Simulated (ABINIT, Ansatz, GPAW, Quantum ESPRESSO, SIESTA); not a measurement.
# One structure in several programs: Au (Fm-3m, 1 atom in the cell)

Self-consistent single point.

```
CELL_PARAMETERS angstrom
      0.00000     2.09211     2.09211
      2.09211     0.00000     2.09211
      2.09211     2.09211     0.00000
ATOMIC_POSITIONS crystal
  Au 0.00000 0.00000 0.00000
```

Shared settings, as Ansatz (a first-principles code) writes them: kpoints.mp_grid.grid = 18 18 18; scf.occupations.method = fermi_dirac; scf.occupations.width = 0.1 eV. Potentials and cutoffs stand in the table.

```csv
code,model,pressure (GPa),cutoff
GPAW,"PBEsol, GPAW PAW datasets PBEsol (made by gpaw-setup)",-8.38,600 eV
Ansatz,"PBEsol, PAW files made with PBE",-10.41,420 eV
ABINIT,"PBEsol, norm-conserving pseudopotentials (PseudoDojo nc-sr-04 PBEsol standard)",-10.68,38 Ha
SIESTA,"GGA PBEsol, numerical atomic orbitals DZP, PseudoDojo PBEsol standard norm-conserving potentials (rewritten from UPF to PSML)",-14.76,grid 400 Ry
Quantum ESPRESSO,"PBEsol, GBRV 1.5 ultrasoft (PBESOL) pseudopotentials",-10.70,40 Ry
```

On Ansatz's run: spin-orbit coupling is off.

The spread over the programs that give each value: pressure within 6.38 GPa.

SIESTA uses small atom-centred bases, whose incompleteness enters pressures, forces and empty levels differently from a plane-wave cutoff. Ansatz's pressure is given at a fixed set of plane waves, as the other plane-wave codes print theirs; with its correction for the finite basis it is -10.37 GPa. In the pressure, GPAW (by 2.17) and SIESTA (by 4.22) lie more than 1 GPa from the median of the plane-wave programs.

The starting cell comes from a database of computed structures (which also holds hypothetical and non-ambient phases and stackings), without a prior relaxation at this level. Its lattice was rescaled by a random factor within 2.5 % of one.

Left out of this page: Elk and FLEUR (not drawn, or without a comparable value).

Keys are those of Ansatz 0.2.
